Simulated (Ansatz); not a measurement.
**InP, pressure series**

The parent structure is InP in the zinc blende structure (space group F-43m, No. 216; a = 5.960 Å).

Cell and atoms are relaxed at each pressure.

The values are results of PBE in Ansatz (plane waves to 420 eV, PAW, spin-orbit coupling left out), not measurements.

Candidates:
(a) pressure 75 GPa
(b) pressure 15 GPa
(c) pressure 50 GPa

Base values:

| Quantity | Value |
|---|---|
| Band gap | 0.44 eV |

Question: Order them by band gap, lowest first.

Answer: (a) pressure 75 GPa (0.79 eV), (c) pressure 50 GPa (1.05 eV), (b) pressure 15 GPa (1.36 eV)

Load acts through the strain it causes; cell and atoms are relaxed under it. Whether these cells are dynamically stable was not tested. Measured, InP leaves this structure (for rock salt) near 9.8 GPa (temperature not stated; as listed in Datta, Sujoy, Jana, Debnarayan, arXiv (2020)).

Ansatz is an electronic-structure program.
